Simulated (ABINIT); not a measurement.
Band structure of MgS (Fm-3m, 2 atoms in the cell).

```
CELL_PARAMETERS angstrom
      0.00000     2.55674     2.55674
      2.55674     0.00000     2.55674
      2.55674     2.55674     0.00000
ATOMIC_POSITIONS crystal
  Mg 0.00000 0.00000 0.00000
  S  0.50000 0.50000 0.50000
```

Level of theory: PBE, norm-conserving pseudopotentials (PseudoDojo nc-sr-05 PBE standard) (plane waves; ABINIT).

Settings: pseudos = [Mg.upf, S.upf]; ecut = 42 Ha; ixc = 11; occopt = 7; tsmear = 0.05 eV; ngkpt = 9 9 9; nshiftk = 1; shiftk = 0 0 0; potentials = PseudoDojo nc-sr-05 PBE standard; kptopt = 1; nstep = 60; toldfe1 = 1e-09 Ha; ndtset = 2.

The starting cell comes from a database of computed structures (which also holds hypothetical and non-ambient phases and stackings), without a prior relaxation at this level. Its lattice was rescaled by a random factor within 2.5 % of one.

Problem. Predict the gap along the standard path and the places of the band edges.

Solution. The gap along the path is 2.90 eV, from Γ to X; the smallest direct gap on it is 4.14 eV.

Levels in eV from the top of the valence band on the SCF mesh, bands 5 to 12:
| point | 5 | 6 | 7 | 8 | 9 | 10 | 11 | 12 |
|---|---|---|---|---|---|---|---|---|
| Γ | -12.97 | 0.00 | 0.00 | 0.00 | 4.14 | 7.92 | 7.92 | 7.92 |
| X | -11.12 | -4.46 | -1.80 | -1.80 | 2.90 | 4.25 | 12.53 | 12.88 |
| W | -11.06 | -3.45 | -3.45 | -2.50 | 5.46 | 8.02 | 8.02 | 8.26 |
| K | -11.11 | -3.94 | -3.38 | -1.46 | 3.98 | 6.77 | 9.89 | 10.34 |
| L | -11.52 | -5.11 | -0.64 | -0.64 | 4.62 | 6.95 | 6.95 | 10.71 |
| U | -11.11 | -3.94 | -3.38 | -1.46 | 3.98 | 6.77 | 9.89 | 10.34 |
